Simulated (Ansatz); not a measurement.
Sb (model structure, started from the diamond type, Fd-3m, No. 227, 2 atoms in the cell) was calculated with PBE (PAW; Ansatz, a first-principles code).

Run with plane-wave cutoff 520 eV, 16×16×16 k mesh, Fermi–Dirac smearing 0.05 eV, scalar-relativistic PAW data made under PBE.

Cell (relaxed at this level):

```cif
data_Sb8
_chemical_formula_sum 'Sb8'
_space_group_name_H-M_alt 'Fd-3m :1'
_space_group_IT_number 227
_space_group_name_Hall 'F 4d 2 3 -1d'
_cell_length_a 6.98964
_cell_length_b 6.98964
_cell_length_c 6.98964
_cell_angle_alpha 90.000
_cell_angle_beta 90.000
_cell_angle_gamma 90.000
loop_
_atom_site_label
_atom_site_type_symbol
_atom_site_symmetry_multiplicity
_atom_site_Wyckoff_symbol
_atom_site_fract_x
_atom_site_fract_y
_atom_site_fract_z
_atom_site_occupancy
Sb1 Sb 8 b 0.50000 0.50000 0.50000 1
```
(The calculation used a cell of 2 atoms; values per cell refer to that cell.)

Q: Give the computed bulk modulus B0.

A: 
- bulk modulus B0 = 31.2 GPa

The run finds no gap.

Note: the bulk modulus is −V dP/dV from two relaxed cells at ±2 % in volume; the relaxation could raise the start's symmetry but not lower it, so the cell can be a saddle point.

Spin–orbit coupling is not included; it can open a gap where bands touch, and shift volumes and moduli.

The result took roughly 60 core-seconds.

A model structure was made by putting elements into a prototype or built by hand; it is no filed structure, need not be a known phase, and can be a saddle point held by its symmetry.
